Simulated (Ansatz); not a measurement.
Reference: monolayer PbO, PBE, rigid bands (plane waves, PAW, scalar-relativistic; Ansatz, a first-principles code); axes and stresses refer to this cell.

```yaml
crystal:
  lattice:
    - [4.04979, 0.00000, 0.00000]
    - [0.00000, 4.04979, 0.00000]
    - [0.00000, 0.00000, 18.36592]
  atoms:
    - { symbol: Pb, position: [0.50000, 0.00000, 0.56504] }
    - { symbol: Pb, position: [0.00000, 0.50000, 0.43496] }
    - { symbol: O, position: [0.00000, 0.00000, 0.50000] }
    - { symbol: O, position: [0.50000, 0.50000, 0.50000] }
```

The band gap is 2.50 eV. The electron conductivity mass is 0.47 mₑ. The hole conductivity mass is 6.0 mₑ.

**Question.** Change: biaxial strain +3 %. What happens to band gap, electron conductivity mass, hole conductivity mass?

**Answer.** band gap falls to 2.17 eV; electron conductivity mass moves little, to 0.48 mₑ; hole conductivity mass moves little, to 5.8 mₑ.

**Question.** Change: biaxial strain +5 %. What happens to band gap, electron conductivity mass, hole conductivity mass?

**Answer.** band gap falls to 2.03 eV; electron conductivity mass rises to 0.49 mₑ; hole conductivity mass decreases to 5.1 mₑ.

**Question.** Change: biaxial strain -1 %. What happens to band gap, electron conductivity mass, hole conductivity mass?

**Answer.** band gap increases to 2.60 eV; electron conductivity mass shrinks to 0.45 mₑ; hole conductivity mass grows to 6.3 mₑ.

Masses are for dilute carriers at 300 K, harmonic means over directions unless an axis is named. Spin-orbit coupling is left out unless a row names it; without it the gap and masses of crystals with these elements can be far off. The structure type is held under load, also where the real crystal would transform.
